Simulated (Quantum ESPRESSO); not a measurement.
Checking a run of Quantum ESPRESSO on ScAg3 (Fm-3m, 4 atoms in the cell). The aim is a self-consistent single point with DFT, LDA (PZ), plane waves, GBRV 1.5 ultrasoft (LDA) pseudopotentials.

Cell that was meant: a = 4.6528 Å, b = 4.6528 Å, c = 4.6528 Å, α = 60.00°, β = 60.00°, γ = 60.00°.

Part of the input:

```fortran
   occupations = 'smearing',
   smearing = 'fermi-dirac',
   degauss = 0.0099958,
   tot_charge = 1,
/
&ELECTRONS
   conv_thr = 1.0d-10,
```

Log, with long lists cut:

```
     Message from routine setup:
     using ibrav=0 with symmetry is DISCOURAGED, use correct ibrav instead
     G-vector sticks info
   [... lines left out ...]
        k(    1) = (   0.0589256   0.0589256   0.0589256), wk =   0.0185185
        k(    2) = (   0.1767767   0.1767767  -0.0589256), wk =   0.0555556
        k(    3) = (   0.2946278   0.2946278  -0.1767767), wk =   0.0555556
   [... 25 lines left out ...]

     Dense  grid:    64767 G-vectors     FFT dimensions: (  60,  60,  60)

     Smooth grid:    22995 G-vectors     FFT dimensions: (  40,  40,  40)

     Initial potential from superposition of free atoms

     starting charge      66.4979, renormalised to      67.0000
     Self-consistent Calculation

     iteration #  1     ecut=    50.00 Ry     beta= 0.70

     total energy              =    -981.56269293 Ry
     estimated scf accuracy    <       1.93566477 Ry

     iteration #  2     ecut=    50.00 Ry     beta= 0.70

     total energy              =    -982.18206967 Ry
     estimated scf accuracy    <       3.21821269 Ry

     iteration #  3     ecut=    50.00 Ry     beta= 0.70

     total energy              =    -982.64021988 Ry
     estimated scf accuracy    <       0.04021593 Ry

   [... 7 blocks of this kind left out ...]

     iteration # 11     ecut=    50.00 Ry     beta= 0.70

     total energy              =    -982.64983080 Ry
     estimated scf accuracy    <          2.2E-10 Ry

     iteration # 12     ecut=    50.00 Ry     beta= 0.70
     End of self-consistent calculation

     the Fermi energy is    15.2735 ev

!    total energy              =    -982.64983080 Ry
     estimated scf accuracy    <          6.1E-14 Ry
     smearing contrib. (-TS)   =      -0.00892988 Ry
     internal energy E=F+TS    =    -982.64090092 Ry

     convergence has been achieved in  12 iterations

     Forces acting on atoms (cartesian axes, Ry/au):

     atom    1 type  1   force =     0.00000000    0.00000000    0.00000000
   [... zero for the other atoms too ...]

     Total force =     0.000000     Total SCF correction =     0.000000

          total   stress  (Ry/bohr**3)                   (kbar)     P=     -498.00
  -0.00338532  -0.00000000  -0.00000000         -498.00       -0.00       -0.00
  -0.00000000  -0.00338532  -0.00000000           -0.00     -498.00       -0.00
  -0.00000000  -0.00000000  -0.00338532           -0.00       -0.00     -498.00

   JOB DONE.
```

Q: Can these results be used? Check the input.

A: The run is not sound. The fault is an unintended net charge. A charged periodic cell changes the electron count and is neutralised by a uniform background, so energy, forces and pressure belong to another system. To fix it, remove the charge. The run converged in 12 iterations without an error; against the sound input the pressure goes from -4.74 to -49.80 GPa.

An input that runs soundly differs in these lines (not the only fix; some lines may just follow from the change or write a value another way):
```diff
-   tot_charge = 1,
```

With that input, the run converged in 12 iterations: free energy E − TS -13354.1306 eV; Fermi level (on the code's own zero) 15.71 eV; pressure -4.74 GPa (DFT, LDA (PZ), plane waves, GBRV 1.5 ultrasoft (LDA) pseudopotentials).

On the sound input: the starting cell comes from a database of computed structures (which also holds hypothetical and non-ambient phases and stackings), without a prior relaxation at this level. Its lattice was rescaled by a random factor within 2.5 % of one. With a pressure of about -5 GPa the cell is away from its equilibrium volume at this level.
